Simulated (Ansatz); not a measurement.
System: spinel GeFe2O4. Method: PBEsol (Ansatz, an electronic-structure program, plane waves, PAW).

Numerical settings: plane-wave cutoff 520 eV, 12×12×12 k mesh, Fermi–Dirac smearing 0.05 eV, spin-polarised with parallel moments, scalar-relativistic PAW data made under PBE.

Properties against volume:

| V (Å³/atom) | P (GPa) | moment (μB per cell of 14 atoms) |
|---|---|---|
| 9.949 | 8.65 | 16.00 |
| 10.156 | 4.08 | 16.00 |
| 10.363 | -0.01 | 16.00 |
| 10.570 | -3.66 | 16.01 |
| 10.778 | -6.92 | 16.02 |

Note: the magnetic order was assumed, not searched for or taken from measurement; functionals without U or exact exchange can leave correlated insulators metallic, so the missing gap need not be real.
